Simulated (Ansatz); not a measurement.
For SnSe (model structure, started from the GeS type, Pnma, No. 62, 8 atoms in the cell), LDA in Ansatz (plane waves, PAW) gives:

```
Quantity               Result
---------------  ------------
bulk modulus         40.9 GPa
cohesive energy  4.18 eV/atom
band gap              0.39 eV
```

### Question
What does r²SCAN (Ansatz, a quantum-chemistry and plane-wave program, PAW) give for the same quantities?

### Answer

- bulk modulus: 22.0 GPa (falls by 46 %)
- cohesive energy: 3.35 eV/atom (shrinks by 0.83 eV/atom)
- band gap: 1.03 eV (goes up by 0.64 eV)

Changes are worked out from the printed values.

Unless a cell is named, each level is at its own relaxed cell (LDA 25.12, r²SCAN 28.28 Å³/atom).

Levels without +SOC leave out spin–orbit coupling, which shifts energies and cells of such heavy elements.

Spin–orbit coupling is included only where a level's name says +SOC; with heavier elements it mostly lowers gaps and can invert bands. Density-functional gaps are differences of (generalised) Kohn–Sham levels.

Caveats: the bulk modulus is −V dP/dV from two relaxed cells at ±2 % in volume (LDA, r²SCAN). Ansatz's density-functional and Hartree–Fock values are scalar-relativistic unless marked +SOC, with PAW data made under PBE.

A model structure was made by putting elements into a prototype or built by hand; here it ended with the formula and space group of a phase in our tables.
